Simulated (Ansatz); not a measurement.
# What pressure 30 GPa does to YN

The parent structure is YN in the rock salt structure (space group Fm-3m, No. 225; a = 4.9058 Å).

Now apply this change: cell and atoms relaxed at a pressure of 30 GPa.

Method: DFT with PBE, PAW potentials and a 420 eV plane-wave cutoff in Ansatz (an electronic-structure program), no SOC. Γ-centred 12×12×12 mesh, Fermi–Dirac width 0.05 eV.

The volume per atom falls by 1.93 Å³ (14.76 Å³ → 12.83 Å³) and the density rises by 0.87 g/cm³, from 5.79 g/cm³ to 6.66 g/cm³. The lattice parameter a drops by 0.2244 Å, from 4.906 Å to 4.681 Å and the shortest interatomic distance falls by 0.112 Å to 2.341 Å. The enthalpy H = E + PV relative to the base's energy is +2.56 eV/atom and the band gap changes from 0.21 eV to zero.

Final structure:

```xyz
2
Lattice="0.0000 2.3407 2.3407 2.3407 0.0000 2.3407 2.3407 2.3407 0.0000" Properties=species:S:1:pos:R:3 pbc="T T T"
Y      0.0000     0.0000     0.0000
N      2.3407     2.3407     2.3407
```

A case with no gap was solved on a k-mesh chosen for an insulator, which is coarse for it. Load acts through the strain it causes; cell and atoms are relaxed under it. Whether these cells are dynamically stable was not tested. No other phases were tried under pressure. The final runs are not spin-polarised. A zero or small gap of YN can be the functional's error rather than a property of the material.
